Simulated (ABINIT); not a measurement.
**A self-consistent single point of TaCr2 (Fd-3m, 6 atoms in the cell) with ABINIT**

Level of theory: LDA (PW92), PAW (JTH v2.0 LDA PAW) (plane waves; ABINIT 10.0.3).

Input:

```
# TaCr2, JTH v2.0 LDA PAW
pp_dirpath "./"
pseudos "Ta.LDA_PW-JTH.xml, Cr.LDA_PW-JTH.xml"
acell 3*1.0
rprim
        -0.0000000000    6.5175803662    6.5175803662
         6.5175803662   -0.0000000000    6.5175803662
         6.5175803662    6.5175803662   -0.0000000000
natom 6
ntypat 2
znucl 73 24
typat 1 1 2 2 2 2
xred
         0.7500000000    0.7500000000    0.7500000000
         0.5000000000    0.5000000000    0.5000000000
         0.1250000000    0.1250000000    0.6250000000
         0.1250000000    0.6250000000    0.1250000000
         0.1250000000    0.1250000000    0.1250000000
         0.6250000000    0.1250000000    0.1250000000
ecut 30
pawecutdg 60
pawxcdev 0
occopt 7
tsmear 0.1 eV
nband 52
kptopt 1
ngkpt 8 8 8
nshiftk 1
shiftk 0 0 0
nstep 50
tolvrs 1.0e-10
prtwf 0
prtden 0
prtvol 1
enunit 2
```

Output (repeated stretches shortened):

```
 Symmetries : space group Fd -3 m (#227); Bravais cF (face-center cubic)

 -outvars: echo values of preprocessed input variables --------
            acell      1.0000000000E+00  1.0000000000E+00  1.0000000000E+00 Bohr
             ecut      3.00000000E+01 Hartree
           enunit           2
              ixc       -1012
         kptrlatt        8    0    0      0    8    0      0    0    8
          kptrlen      7.37380044E+01
            natom           6
            nband          52
            ngfft          48      48      48
          ngfftdg          72      72      72
             nkpt          29
            nstep          50
             nsym          48
           ntypat           2
           occopt           7
        pawecutdg      6.00000000E+01 Hartree
         pawxcdev           0
            rprim     -0.0000000000E+00  6.5175803662E+00  6.5175803662E+00
                       6.5175803662E+00 -0.0000000000E+00  6.5175803662E+00
                       6.5175803662E+00  6.5175803662E+00 -0.0000000000E+00
          spgroup         227
           tolvrs      1.00000000E-10
           tsmear      3.67493254E-03 Hartree
            typat      1  1  2  2  2  2
           useylm           1
             xred      7.5000000000E-01  7.5000000000E-01  7.5000000000E-01
                       5.0000000000E-01  5.0000000000E-01  5.0000000000E-01
                       1.2500000000E-01  1.2500000000E-01  6.2500000000E-01
                       1.2500000000E-01  6.2500000000E-01  1.2500000000E-01
                       1.2500000000E-01  1.2500000000E-01  1.2500000000E-01
                       6.2500000000E-01  1.2500000000E-01  1.2500000000E-01
            znucl       73.00000   24.00000

== DATASET  1 ==================================================================

 Real(R)+Recip(G) space primitive vectors, cartesian coordinates (Bohr,Bohr^-1):
 R(1)=  0.0000000  6.5175804  6.5175804  G(1)= -0.0767156  0.0767156  0.0767156
 R(2)=  6.5175804  0.0000000  6.5175804  G(2)=  0.0767156 -0.0767156  0.0767156
 R(3)=  6.5175804  6.5175804  0.0000000  G(3)=  0.0767156  0.0767156 -0.0767156
 Unit cell volume ucvol=  5.5371869E+02 bohr^3
 Angles (23,13,12)=  6.00000000E+01  6.00000000E+01  6.00000000E+01 degrees

 Coarse grid specifications (used for wave-functions):

 getcut: wavevector=  0.0000  0.0000  0.0000  ngfft=  48  48  48
         ecut(hartree)=     30.000   => boxcut(ratio)=   2.11210

 Fine grid specifications (used for densities):

 getcut: wavevector=  0.0000  0.0000  0.0000  ngfft=  72  72  72
         ecut(hartree)=     60.000   => boxcut(ratio)=   2.24022

   2.11402803E+04                                ecore*ucvol(ha*bohr**3)

_setup2: Arith. and geom. avg. npw (full set) are    4346.119    4346.106

--- !BeginCycle
solver: {iscf: 17, nstep: 50, nline: 4, wfoptalg: 10, }
tolerances: {tolvrs: 1.00E-10, }
...

     iter   Etot(hartree)      deltaE(h)  residm     nres2
 ETOT  1  -445.40744199687    -4.454E+02 1.629E+01 1.002E+02
 ETOT  2  -468.84157451553    -2.343E+01 2.654E-01 3.353E+02
 ETOT  3  -468.86347531703    -2.190E-02 4.276E-02 1.388E+02
 ETOT  4  -468.83610743826     2.737E-02 1.492E-02 1.456E+02
 ETOT  5  -469.01229357781    -1.762E-01 1.678E-02 3.003E+02
 ETOT  6  -468.62525338260     3.870E-01 2.151E-02 9.759E+01
   [... 10 lines left out ...]
 ETOT 17  -468.60952012804     7.566E-11 4.462E-04 2.843E-07
 ETOT 18  -468.60952012811    -7.498E-11 2.838E-04 1.090E-07
 ETOT 19  -468.60952012808     3.809E-11 3.198E-04 4.371E-10
 ETOT 20  -468.60952012809    -1.324E-11 2.122E-04 2.234E-10
 ETOT 21  -468.60952012808     1.234E-11 2.507E-04 8.091E-11

 At SCF step   21       nres2   =  8.09E-11 < tolvrs=  1.00E-10 =>converged.

 Cartesian components of stress tensor (hartree/bohr^3)
  sigma(1 1)=  3.31377418E-04  sigma(3 2)=  0.00000000E+00
  sigma(2 2)=  3.31377418E-04  sigma(3 1)=  0.00000000E+00
  sigma(3 3)=  3.31377418E-04  sigma(2 1)=  0.00000000E+00

 ----iterations are completed or convergence reached----

 reduced coordinates (array xred) for    6 atoms
       0.750000000000      0.750000000000      0.750000000000
       0.500000000000      0.500000000000      0.500000000000
       0.125000000000      0.125000000000      0.625000000000
       0.125000000000      0.625000000000      0.125000000000
       0.125000000000      0.125000000000      0.125000000000
       0.625000000000      0.125000000000      0.125000000000
 cartesian forces (eV/Angstrom) at end:
    1     -0.00000000000000    -0.00000000000000    -0.00000000000000
    2     -0.00000000000000    -0.00000000000000    -0.00000000000000
    3     -0.00000000000000    -0.00000000000000    -0.00000000000000
    4     -0.00000000000000    -0.00000000000000    -0.00000000000000
    5     -0.00000000000000    -0.00000000000000    -0.00000000000000
    6     -0.00000000000000    -0.00000000000000    -0.00000000000000
 frms,max,avg= 0.0000000E+00 0.0000000E+00   0.000E+00  0.000E+00  0.000E+00 e/A
 length scales=  1.000000000000  1.000000000000  1.000000000000 bohr
              =  0.529177208590  0.529177208590  0.529177208590 angstroms
 Fermi (or HOMO) energy (hartree) =   0.24101   Average Vxc (hartree)=  -0.48408
 Eigenvalues (hartree) for nkpt=  29  k points:
 kpt#   1, nband= 52, wtk=  0.00195, kpt=  0.0000  0.0000  0.0000 (reduced coord)
  -2.37214   -2.36449   -2.36449   -2.36449   -2.24908   -2.24699   -1.35428   -1.33669
  -1.33669   -1.33669   -1.33109   -1.33109   -1.31676   -1.31676   -1.31676   -1.31167
  -1.31167   -1.31167   -1.02133   -1.02133   -1.02133   -1.01056   -1.01056   -1.01056
  -0.05847    0.07232    0.10402    0.10402    0.10402    0.14339    0.14339    0.14339
   0.16532    0.16532    0.17225    0.17225    0.21715    0.21715    0.21715    0.24760
   0.24760    0.24760    0.26311    0.26311    0.27389    0.27389    0.27389    0.32280
   0.32280    0.32280    0.32689    0.34830
      occupation numbers for kpt#   1
   2.00000    2.00000    2.00000    2.00000    2.00000    2.00000    2.00000    2.00000
   2.00000    2.00000    2.00000    2.00000    2.00000    2.00000    2.00000    2.00000
   2.00000    2.00000    2.00000    2.00000    2.00000    2.00000    2.00000    2.00000
   2.00000    2.00000    2.00000    2.00000    2.00000    2.00000    2.00000    2.00000
   2.00000    2.00000    2.00000    2.00000    2.00000    2.00000    2.00000    0.01120
   0.01120    0.01120    0.00000    0.00000    0.00000    0.00000    0.00000    0.00000
   0.00000    0.00000    0.00000    0.00000
 prteigrs : prtvol=0 or 1, do not print more k-points.

 Fermi (or HOMO) energy (eV) =   6.55828   Average Vxc (eV)= -13.17238
 Eigenvalues (   eV  ) for nkpt=  29  k points:
 kpt#   1, nband= 52, wtk=  0.00195, kpt=  0.0000  0.0000  0.0000 (reduced coord)
 -64.54921  -64.34099  -64.34099  -64.34099  -61.20063  -61.14378  -36.85179  -36.37319
 -36.37319  -36.37319  -36.22078  -36.22078  -35.83092  -35.83092  -35.83092  -35.69241
 -35.69241  -35.69241  -27.79185  -27.79185  -27.79185  -27.49878  -27.49878  -27.49878
  -1.59098    1.96800    2.83050    2.83050    2.83050    3.90183    3.90183    3.90183
   4.49864    4.49864    4.68725    4.68725    5.90906    5.90906    5.90906    6.73764
   6.73764    6.73764    7.15951    7.15951    7.45305    7.45305    7.45305    8.78395
   8.78395    8.78395    8.89517    9.47764
 prteigrs : prtvol=0 or 1, do not print more k-points.

--- !EnergyTerms
comment             : Components of total free energy in Hartree
kinetic             :  7.63143809743232E+01
hartree             :  8.99824200494467E+01
xc                  : -3.59629721150259E+01
Ewald energy        : -3.53413341537251E+02
psp_core            :  3.81787372364689E+01
local_psp           : -2.26881092743878E+02
spherical_terms     : -5.68267101762458E+01
internal            : -4.68608578312162E+02
'-kT*entropy'       : -9.45142600563313E-04
total_energy        : -4.68609523454762E+02
total_energy_eV     : -1.27515136231792E+04
...

-Cartesian components of stress tensor (GPa)         [Pressure= -9.7495E+00 GPa]
- sigma(1 1)=  9.74945861E+00  sigma(3 2)=  0.00000000E+00
- sigma(2 2)=  9.74945861E+00  sigma(3 1)=  0.00000000E+00
- sigma(3 3)=  9.74945861E+00  sigma(2 1)=  0.00000000E+00

 Calculation completed.
```

The run converged in 21 iterations.

The starting cell comes from a database of computed structures (which also holds hypothetical and non-ambient phases and stackings), without a prior relaxation at this level. Spin polarisation is off. With a pressure of about -10 GPa the cell is away from its equilibrium volume at this level.

Cost on one core of a shared machine: roughly 7 min.
